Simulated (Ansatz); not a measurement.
O on the 1x1 (100) surface of fcc Cu, one in a 3x3 cell, energies for each (59.3 Å²). Energies are against ½ O2(g), without zero-point or thermal terms; each row is named by its start.

The numbers are results of PBE (plane waves to 420 eV, PAW; Ansatz, an electronic-structure program), not measurements.

Set-up: 37 atoms, 5.3 Å thick at the start under the adsorbate (thin: gaps and levels are the slab's own); mesh 4x4x1; 0.1 eV smearing; dipole correction on; 18 atoms held, the rest relaxed; each run with such symmetry as its start has; spin-polarised, no spin-orbit, no U, no dispersion correction.

A negative adsorption energy means that the adsorbate is more stable on the surface than in its reference. Heights count from the host atoms within 0.3 Å of the top one.

```csv
starting site,E_ads (eV),height (Å),nearest host atom (Å),bonded to,Δ work function (eV),lateral drift (Å),moment (μB)
top Cu,0.02,1.68,Cu 1.72,Cu,…,0.0,0.0
hollow Cu-Cu-Cu-Cu over Cu at depth 1.8 Å,-1.94,0.82,Cu 2.00,4 Cu,…,0.0,0.0
bridge Cu-Cu (span 2.6 Å),…,1.31,Cu 1.81,2 Cu,0.62,0.0,0.0
```

Question: Some entries are withheld; supply them.

Answer: 
- top Cu, Δ work function (eV): 0.96
- hollow Cu-Cu-Cu-Cu over Cu at depth 1.8 Å, Δ work function (eV): 0.18
- bridge Cu-Cu (span 2.6 Å), E_ads (eV): -1.20
